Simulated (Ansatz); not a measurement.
Consider the following.

```yaml
crystal:
  lattice:
    - [0.00000, 2.50955, 2.50955]
    - [2.50955, 0.00000, 2.50955]
    - [2.50955, 2.50955, 0.00000]
  atoms:
    - { symbol: Zr, position: [0.00000, 0.00000, 0.00000] }
    - { symbol: O, position: [0.25000, 0.25000, 0.25000] }
    - { symbol: O, position: [0.75000, 0.75000, 0.75000] }
```

No spin polarisation.

Level of theory: DFT with r2SCAN, PAW potentials and a 500 eV plane-wave cutoff in Ansatz (a program for electronic structure), no spin-orbit coupling. k-mesh 11×11×11 (Γ-centred); smearing 0.05 eV (Fermi–Dirac).

Q: What pressure does the calculation give?

A: 11.68 GPa.

Q: What is the computed hole mass?

A: 0.28 mₑ along k, 2.9 mₑ across (at X).

Q: Predict the band gap.

A: 4.01 eV.

The cells carry an imposed strain or load. Masses are band curvatures over ±0.01 Å⁻¹ around the edge. Along k means along the line from Γ to the band edge. Whether these cells are dynamically stable was not tested. The cell was made from ZrO$_{2}$ in the fluorite structure (space group Fm-3m, No. 225) by this change: isotropic strain −1.38 %. This is not the structure that ZrO2 has at room temperature and ambient pressure.
